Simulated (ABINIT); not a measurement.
Pressure against volume in zinc-blende ZnS (space group 216) (ABINIT, LDA)

```yaml
crystal:
  lattice:
    - [0.00000, 2.59979, 2.59979]
    - [2.59979, 0.00000, 2.59979]
    - [2.59979, 2.59979, 0.00000]
  atoms:
    - { symbol: Zn, position: [0.00000, 0.00000, 0.00000] }
    - { symbol: S, position: [0.75000, 0.75000, 0.75000] }
```

Method: LDA (PW92), norm-conserving pseudopotentials (PseudoDojo nc-sr-04 LDA standard) (plane waves; ABINIT). Settings: pseudos = [Zn.upf, S.upf]; ecut = 110 Ry; ixc = 7; occopt = 3; tsmear = 0.00036749 Ha; ngkpt = 11 11 11; nshiftk = 1; shiftk = 0 0 0; potentials = PseudoDojo nc-sr-04 LDA standard; nband = 18; kptopt = 1; nstep = 50; toldfe = 1e-09 Ha. The cell above is the first row's. The rows scale it uniformly. In all rows fractional positions and the k mesh are held.

```csv
V (Å^3/atom),P (GPa)
17.572,?
17.954,3.09
18.336,1.07
18.718,-0.73
19.100,-2.34
19.482,-3.77
19.864,-5.06
20.246,-6.21
20.628,-7.23
```

Problem. Using a cubic, estimate the missing P at V = 17.572 from the other rows, showing the fit.

Solution. With u = V - 19.3, the rows have u = -1.3460, -0.9640, -0.5820, -0.2000, 0.1820, 0.5640, 0.9460, 1.3280. Least squares gives P = -3.113 - 3.7491·u + 0.5614·u² - 0.0562·u³. Residuals (row less fit): 0.003, -0.003, 0.000, 0.000, 0.007, -0.001, -0.005, 0.003; standard error 0.005 (degrees of freedom: 4). The fitted pressure is zero at V0 = 18.56, where dP/dV = -4.675, so B0 = -V0·dP/dV = 86.8 GPa. At the withheld row, u = -1.7280, so P = -3.113 - 3.7491 × (-1.7280) + 0.5614 × (-1.7280)² - 0.0562 × (-1.7280)³ = 5.332 GPa. The calculation gives 5.34 GPa, 0.008 GPa above the prediction (0.1 % of the range of P in the table). The row lies outside the fitted rows, so this is an extrapolation. From the scatter of the fitted rows alone, a prediction at this place has a standard error of 0.014 GPa, so the miss is 0.6 times that.

Carrying the step between the two nearest rows on in a straight line would have given 5.11, off by 0.23; series whose last step already gives the withheld value aren't shown. The scan was laid around a cell of about the measured size, scaled by a guess for this functional. The runs keep the symmetry of the cell, so they don't test it for distortions. Cutoffs and mesh are single choices, not tested for convergence of this quantity. Series with a scatter that would blur these digits, or in which a gap closes, are not shown.
